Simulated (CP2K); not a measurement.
Band structure of K3I2Br (P-3m1, 6 atoms in the cell).

```xyz
6
Lattice="4.8989 0.0000 0.0000 -2.4494 4.2425 0.0000 0.0000 0.0000 12.0428" Properties=species:S:1:pos:R:3 pbc="T T T"
K      0.0000     0.0000     6.0214
K      0.0000     2.8284     1.8224
K      2.4494     1.4142    10.2204
I      0.0000     2.8284     8.1148
I      2.4494     1.4142     3.9280
Br     0.0000     0.0000     0.0000
```

Level of theory: PBEsol, GPW, DZVP-MOLOPT-PBE-GTH basis, GTH-PBE potentials (POTENTIAL_UZH) (CP2K 2026.2).

Settings: CUTOFF = 500 Ry; REL_CUTOFF = 40 Ry; KPOINTS/SCHEME = MONKHORST-PACK 5 5 2; GAMMA_CENTERED = T; XC_FUNCTIONAL = PBE:PBESOL; K/BASIS_SET = DZVP-MOLOPT-PBE-GTH-q9; K/POTENTIAL = GTH-PBE-q9; I/BASIS_SET = DZVP-MOLOPT-PBE-GTH-q7; I/POTENTIAL = GTH-PBE-q7; Br/BASIS_SET = DZVP-MOLOPT-PBE-GTH-q7; Br/POTENTIAL = GTH-PBE-q7; METHOD = GPW; EPS_DEFAULT = 1e-10; EXTRAPOLATION = USE_GUESS.

The starting cell comes from a database of computed structures (which also holds hypothetical and non-ambient phases and stackings), without a prior relaxation at this level. Spin-orbit coupling is off. Values carry the incompleteness of an atom-centred basis. The potentials were made for another functional than the one used.

Question: Predict the gap along the standard path and the places of the band edges.

Answer: The gap along the path is 3.52 eV, direct at Γ to within 0.01 eV.

Levels in eV from the top of the valence band on the SCF mesh, bands 21 to 25:
| point | 21 | 22 | 23 | 24 | 25 |
|---|---|---|---|---|---|
| Γ | -0.20 | -0.20 | 0.00 | 0.00 | 3.52 |
| M | -0.57 | -0.51 | -0.34 | -0.33 | 5.06 |
| K | -0.88 | -0.64 | -0.52 | -0.52 | 6.03 |
| A | -0.18 | -0.18 | -0.02 | -0.02 | 4.09 |
| L | -0.60 | -0.51 | -0.34 | -0.33 | 5.39 |
| H | -0.85 | -0.72 | -0.55 | -0.55 | 6.13 |

Higher empty bands are left out: an atom-centred basis made for the valence describes them poorly.
